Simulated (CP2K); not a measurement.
Band structure of Be5Co (F-43m, 6 atoms in the cell).

```yaml
crystal:
  lattice:
    - [4.07849, 0.00000, 0.00000]
    - [2.03924, 3.53207, 0.00000]
    - [2.03924, 1.17736, 3.33007]
  atoms:
    - { symbol: Be, position: [0.25000, 0.25000, 0.25000] }
    - { symbol: Be, position: [0.62557, 0.62557, 0.12329] }
    - { symbol: Be, position: [0.62557, 0.12329, 0.62557] }
    - { symbol: Be, position: [0.62557, 0.62557, 0.62557] }
    - { symbol: Be, position: [0.12329, 0.62557, 0.62557] }
    - { symbol: Co, position: [0.00000, 0.00000, 0.00000] }
```

Method of the run: LDA (Pade form), GPW, DZVP-MOLOPT-SR-GTH basis, GTH-PADE potentials (GTH_POTENTIALS) (CP2K).

Settings: CUTOFF = 600 Ry; REL_CUTOFF = 40 Ry; SMEAR/METHOD = FERMI_DIRAC; ELECTRONIC_TEMPERATURE = 1160.45 K; KPOINTS/SCHEME = MONKHORST-PACK 8 8 8; GAMMA_CENTERED = T; XC_FUNCTIONAL = PADE; Be/BASIS_SET = DZVP-MOLOPT-SR-GTH-q4; Be/POTENTIAL = GTH-PADE-q4; Co/BASIS_SET = DZVP-MOLOPT-SR-GTH-q17; Co/POTENTIAL = GTH-PADE-q17; METHOD = GPW; EPS_DEFAULT = 1e-10; EXTRAPOLATION = USE_GUESS.

The starting cell comes from a database of computed structures (which also holds hypothetical and non-ambient phases and stackings), without a prior relaxation at this level. Spin polarisation is off. Values carry the incompleteness of an atom-centred basis.

Levels in eV from the Fermi level, bands 16 to 21:
| point | 16 | 17 | 18 | 19 | 20 | 21 |
|---|---|---|---|---|---|---|
| Γ | -1.82 | 0.84 | 0.84 | 0.84 | 4.23 | 4.23 |
| X | -1.16 | -0.94 | -0.94 | -0.07 | 1.09 | 8.39 |
| W | -1.29 | -1.01 | -0.65 | 0.56 | 1.25 | 4.66 |
| K | -1.19 | -0.89 | -0.87 | -0.05 | 1.74 | 5.20 |
| L | -1.34 | -0.80 | -0.56 | -0.56 | 2.87 | 2.87 |
| U | -1.19 | -0.89 | -0.87 | -0.05 | 1.74 | 5.20 |

Bands cross the Fermi level along this path, so the cell is metallic at this level.

Higher empty bands are left out: an atom-centred basis made for the valence describes them poorly.
